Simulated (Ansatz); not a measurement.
**What isotropic strain −1.50 % does to Pd**

Start from Pd in the fcc (Cu type) structure (space group Fm-3m, No. 225; a = 3.9104 Å; relaxed with 0.1 eV smearing).

Now apply this change: every lattice vector is shortened by 1.50 %; the atoms relax in the strained cell.

All numbers come from r2SCAN (Ansatz, a quantum-chemistry and plane-wave program), spin-orbit coupling left out. Settings: 29×29×29 k-points, 0.1 eV Fermi–Dirac smearing.

| quantity | base | changed | shift |
|---|---|---|---|
| volume per atom | 14.95 Å³ | 14.29 Å³ | -0.66 Å³ |
| space group | Fm-3m (No. 225) | Fm-3m (No. 225) | – |
| energy relative to the base (free energy F) | 0 meV/atom | +19 meV/atom | +19 meV/atom |
| pressure | 0.0 GPa | 9.4 GPa | +9.4 GPa |
| band gap | zero | zero | – |

Cost of the whole job for the changed cell (relaxation, final SCF and bands): roughly 40 core-seconds.

No phonon test of stability was made. All final runs are without spin polarisation. Pd has a high density of states at the Fermi level and may be magnetic at this level.
